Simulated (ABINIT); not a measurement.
ABINIT is run on MgI₂ (P1, 3 atoms in the cell), and the run fails. The aim is a self-consistent single point with DFT, PBEsol, plane waves, PAW (JTH v2.0 PBE PAW, files made for PBE).

Cell that was meant: a = 4.1957 Å, b = 4.1957 Å, c = 7.1057 Å, α = 90.00°, β = 90.00°, γ = 120.00°.

Part of the input:

```
         0.0009610000    0.0088710000    0.0025250000
         0.3298410000    0.6622130000    0.2316860000
         0.6691980000    0.3289160000    0.7657890000
spgroup 139
ecut 20
pawecutdg 40
pawxcdev 0
```

Output, abridged:

```
  5    0  1  0  1  0  0  0  0  1    0.00E+00    0.00E+00    0.00E+00  1
  added one more symmetry : nogen_new=           6
  6    0 -1  0 -1  0  0  0  0  1    0.00E+00    0.00E+00    0.00E+00  1
  bldgrp : in loop, ijkl,nogen=           2           6
  added one more symmetry : nogen_new=           7
   [... lines left out ...]
  8   -1  0  0  0  1  0  0  0  1    0.00E+00    0.00E+00    0.00E+00  1
  bldgrp : exit with             8  operation symmetries
 Matrix rprimd :
  7.92868614E+00  0.00000000E+00  0.00000000E+00
 -3.96434307E+00  6.86644274E+00  0.00000000E+00
  0.00000000E+00  0.00000000E+00  1.34278837E+01
 Matrix rmet :
  6.28640639E+01 -3.14320320E+01  0.00000000E+00
 -3.14320320E+01  6.28640518E+01  0.00000000E+00
  0.00000000E+00  0.00000000E+00  1.80308060E+02
 Matrix rprimd_sym :
 -3.96434307E+00  6.86644274E+00  0.00000000E+00
 -7.92868614E+00  0.00000000E+00  0.00000000E+00
  0.00000000E+00  0.00000000E+00  1.34278837E+01
 Matrix rmet_sym :
  6.28640518E+01  3.14320320E+01  0.00000000E+00
  3.14320320E+01  6.28640639E+01  0.00000000E+00
  0.00000000E+00  0.00000000E+00  1.80308060E+02
 Matrix rmet_sym-rmet :
 -1.20988226E-05  6.28640639E+01  0.00000000E+00
  6.28640639E+01  1.20988226E-05  0.00000000E+00
  0.00000000E+00  0.00000000E+00  0.00000000E+00

--- !ERROR
src_file: m_symtk.F90
src_line: 847
mpi_rank: 0
message: |
    The symmetry operation number 2 does not preserve
    vector lengths and angles.
    The value of the square root of residual is:   8.8903E+01  that is greater than threshold:  8.2356E-03
    Action: modify rprim, acell and/or symrel so that
    vector lengths and angles are preserved.
    Beware, the tolerance on symmetry operations is very small.
...

 abinit_abort: decision taken to exit. Check above messages for more info
Abort(13) on node 0 (rank 0 in comm 0): application called MPI_Abort(MPI_COMM_WORLD, 13) - process 0

--- !ERROR
src_file: m_symtk.F90
src_line: 847
mpi_rank: 0
message: |
    The symmetry operation number 2 does not preserve
    vector lengths and angles.
    The value of the square root of residual is:   8.8903E+01  that is greater than threshold:  8.2356E-03
    Action: modify rprim, acell and/or symrel so that
    vector lengths and angles are preserved.
    Beware, the tolerance on symmetry operations is very small.
...
```

Question: From the messages shown, name the fault and mend the input.

Answer: The fault is a symmetry setting or precision that does not fit the structure; here the program stops on it instead of giving results. To fix it, let the typed structure, the tolerance and any stated group agree. The program stopped before any SCF iteration.

The sound input it was made from differs as follows (other fixes are possible):
```diff
-spgroup 139
```

With that input, the run converged in 20 iterations: free energy E − TS -2364.93 eV; top of the valence band (on the code's own zero) -3.85 eV; gap on the k-point mesh 3.59 eV; pressure -0.69 GPa; largest force (vector length) 0.202 eV/Å (DFT, PBEsol, plane waves, PAW (JTH v2.0 PBE PAW, files made for PBE)).

On the sound input: the starting cell comes from a database of computed structures (which also holds hypothetical and non-ambient phases and stackings), without a prior relaxation at this level. Its atoms were displaced at random from the sites of space group no. 164. Spin-orbit coupling is off. The potentials were made for another functional than the one used.
